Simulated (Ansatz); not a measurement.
## TiSi₂ (Fddd, No. 70): Voigt–Reuss–Hill bulk modulus by level of theory

No measured value is used here.

```
level (code)     value (GPa)  cell (Å³/atom)
---------------  -----------  --------------
LDA (Ansatz)             159           13.50
PBE (Ansatz)             142           14.17
PBEsol (Ansatz)          153           13.79
r²SCAN (Ansatz)            ?           13.96
```

What belongs in the gaps?


- r²SCAN (Ansatz, a program for electronic structure), value (GPa): 149

The crystal itself was run without spin with LDA, PBE, PBEsol, r²SCAN; a magnetic state was not tried in these runs. Each level is taken at its own relaxed cell. Cutoffs differ between the levels. Ansatz's density-functional and Hartree–Fock values are scalar-relativistic unless marked +SOC, with PAW data made under PBE.
